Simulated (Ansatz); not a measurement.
The starting structures come from a database of crystals and need not be the phases stable at ambient conditions.

Tunnelling through a barrier is set by its complex band structure: the current falls as exp(−2κd) with the smallest κ.

Here is the system:

```xyz
4
Lattice="4.2117 0.0000 0.0000 -2.1058 3.6474 0.0000 0.0000 0.0000 7.0079" Properties=species:S:1:pos:R:3 pbc="T T T"
Cd     0.0000     0.0000     3.4355
Cd     0.0000     2.4316     0.0676
Se     0.0000     2.4316     4.3852
S      0.0000     0.0000     0.8576
```

Space group of this cell: P3m1. The cell is strained (lengths across the current scaled by 0.98, ions clamped).

Transport runs along the normal of the first two printed cell vectors, the (001) (indices of the unstrained crystal) plane of the conventional cell.

No gap correction and no spin-orbit coupling; mid-gap values are interpolated between computed energies.

Problem. Give the band gap and the smallest decay constant κ at mid-gap that Ansatz (a program for electronic structure) with r2SCAN yields.

Solution. Gap 1.21 eV on a 12×12×4 mesh; κ = 0.103 1/Å, at the zone centre.
